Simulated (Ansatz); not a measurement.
Consider NiO in the rock salt structure (space group Fm-3m, No. 225; a = 4.116 Å; ferromagnetic).

Calculations: Ansatz (a program for electronic structure), PBEsol, PAW, cutoff 420 eV, spin-orbit coupling left out.

Before the change:

- Magnetic state: ferromagnetic
- Lattice parameter a: 4.116 Å
- Largest site moment: 1.02 μB

Now apply this change: a negative pressure, −1 GPa.

**Question.** How does this affect the magnetic state, lattice parameter a and largest site moment?

**Answer.** The magnetic state remains ferromagnetic; the lattice parameter a grows by 0.007 Å to 4.123 Å; the largest site moment stays essentially unchanged (1.02 μB against 1.05 μB).

Load acts through the strain it causes; cell and atoms are relaxed under it. Whether these cells are dynamically stable was not tested. No Hubbard U is applied and the magnetic state is the run's own (NiO ferromagnetic); small cells can't hold the antiferromagnetic order that many such compounds have, so gaps and moments can be off. In its common phase, real NiO is an antiferromagnetic insulator at low temperature.
